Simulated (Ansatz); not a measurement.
**Effect of isotropic strain +4.38 % on SrO**

Consider SrO in the rock salt structure (space group Fm-3m, No. 225; a = 5.195 Å).

Modification: every lattice vector is stretched by 4.38 %, atoms relaxed at fixed cell.

Computed with Kohn–Sham DFT with the PBE functional, run in Ansatz (a quantum-chemistry and plane-wave program) with PAW and 420 eV plane waves, spin-orbit coupling left out. Settings: 11×11×11 k-points, 0.05 eV Fermi–Dirac smearing.

```tsv
quantity	base	changed	shift
volume per atom	17.53 Å³	19.93 Å³	+2.405 Å³
space group	Fm-3m (No. 225)	Fm-3m (No. 225)	–
shortest interatomic distance	2.598 Å	2.711 Å	+0.1138 Å
energy relative to the base (free energy F)	0 meV/atom	+69 meV/atom	+69 meV/atom
pressure	0.00 GPa	-8.16 GPa	-8.16 GPa
band gap	3.33 eV	2.96 eV	-0.364 eV
gap character	indirect, Γ → X	direct at Γ	–
electron mass	1.2 mₑ along k, 0.41 mₑ across (at X)	0.32 mₑ (at Γ)	–
valley order (the lowest conduction-band minima on the path, energy above the VBM, named in the base's zone)	X along ⟨100⟩ 3.33 eV; Γ 3.79 eV	Γ 2.96 eV; X along ⟨100⟩ 3.33 eV	–
```

Masses are band curvatures over ±0.01 Å⁻¹ around the edge. Along k means along the line from Γ to the band edge. Semilocal Kohn–Sham gaps tend to fall short of experiment. Whether these cells are dynamically stable was not tested.
